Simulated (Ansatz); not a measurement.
For WGe (model structure, started from the rocksalt type, Fm-3m, No. 225, 2 atoms in the cell), PBE-D3(BJ) (PAW; Ansatz, a quantum-chemistry and plane-wave program) gives:

| Quantity | Value |
|---|---|
| lattice parameter a | 5.108 Å |
| enthalpy of formation | 0.847 eV/atom |

What does r²SCAN in Ansatz (plane waves, PAW) give for the same quantities?


- lattice constant a: 5.121 Å (goes up by 0.3 %)
- formation enthalpy: 0.936 eV/atom (grows by 0.089 eV/atom)

Changes are worked out from the printed values.

Unless a cell is named, each level is at its own relaxed cell (PBE-D3(BJ) 16.66, r²SCAN 16.79 Å³/atom).

Levels without +SOC leave out spin–orbit coupling, which shifts energies and cells of such heavy elements.

Ansatz's density-functional and Hartree–Fock values are scalar-relativistic unless marked +SOC, with PAW data made under PBE.

A model structure was made by putting elements into a prototype or built by hand; it is no filed structure, need not be a known phase, and can be a saddle point held by its symmetry.
